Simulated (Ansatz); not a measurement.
# How the bulk modulus of BGe2Sb (model structure, started from the BC2N type, R3m, No. 160, 4 atoms in the cell) moves with the method

No measured value is used here.

```
level (code)     value (GPa)  cell (Å³/atom)
---------------  -----------  --------------
LDA (Ansatz)            75.7           19.69
PBE (Ansatz)            65.6           21.06
PBEsol (Ansatz)         71.1           20.19
r²SCAN (Ansatz)          [?]           20.58
```

### Question
What belongs in the gaps?

### Answer

- r²SCAN (Ansatz, a program for electronic structure), value (GPa): 76.5

LDA, PBE, PBEsol, r²SCAN: the bulk modulus is −V dP/dV from two relaxed cells at ±2 % in volume. Each level is taken at its own relaxed cell. Cutoffs differ between the levels. Ansatz's density-functional and Hartree–Fock values are scalar-relativistic unless marked +SOC, with PAW data made under PBE.

A model structure was made by putting elements into a prototype or built by hand; it is no filed structure, need not be a known phase, and can be a saddle point held by its symmetry.
